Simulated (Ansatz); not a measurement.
Start from Cu in the fcc (Cu type) structure (space group Fm-3m, No. 225; a = 3.563 Å; relaxed with 0.1 eV smearing). Axes: x, y, z lie along the cube axes.

Calculations: PBEsol, PAW, 420 eV (Ansatz, a quantum-chemistry and plane-wave program; without spin-orbit coupling), earlier PAW set.

It is then changed as follows: compressive biaxial strain of 3.29 % in the plane normal to [111], as in epitaxy on a mismatched substrate; the out-of-plane cell vector and the atoms relax.

Task: Estimate the effect on the out-of-plane strain.

Result: The out-of-plane strain amounts to +2.36 %.

Task: What does the calculation give for the in-plane stress after the change?

Result: The mean in-plane stress (compression positive) amounts to +13.3 GPa.

Whether these cells are dynamically stable was not tested. All final runs are without spin polarisation.
